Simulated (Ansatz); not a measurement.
Consider AlN in the zinc blende structure (space group F-43m, No. 216; a = 4.342 Å). Axes: x, y, z lie along the cube axes.

Computed with Ansatz (a first-principles code), LDA, PAW, cutoff 420 eV, no SOC.

For the base:

- Band gap = 3.25 eV

Modification: tensile biaxial strain of 1.50 % in the plane normal to [001], as in epitaxy on a mismatched substrate; the out-of-plane cell vector and the atoms relax.

### Question
What happens to the band gap?

### Answer
The band gap falls by 0.18 eV (3.25 eV → 3.07 eV).

Gaps are read on the SCF mesh and a high-symmetry path. Stability against distortions was not tested. This is not the structure that AlN has at room temperature and ambient pressure.
